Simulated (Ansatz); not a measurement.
# Response to strain in MoS2

Consider MoS2 (space group P6_3/mmc, No. 194; a = 3.1493 Å, c = 12.0895 Å; layered, stacked along the Cartesian z axis). Axes: x lies along a and z along c of the hexagonal cell.

Strains are applied to the cell and any free atomic positions relax.

The values are results of DFT with PBE-D3(BJ), PAW potentials and a 420 eV plane-wave cutoff in Ansatz (a quantum-chemistry and plane-wave program), without spin-orbit coupling, not measurements.

Candidates:
(a) uniaxial strain ε_zz = +2.40 %
(b) uniaxial strain ε_zz = +0.60 %
(c) uniaxial strain ε_zz = +1.80 %
(d) uniaxial strain ε_zz = +3.00 %

Before the change:

```
Item       Result
--------  -------
Band gap  0.77 eV
```

Task: Order them by band gap, highest first.

Result: (d) uniaxial strain ε_zz = +3.00 % (0.95 eV), (a) uniaxial strain ε_zz = +2.40 % (0.91 eV), (c) uniaxial strain ε_zz = +1.80 % (0.88 eV), (b) uniaxial strain ε_zz = +0.60 % (0.81 eV)

Stability against distortions was not tested.
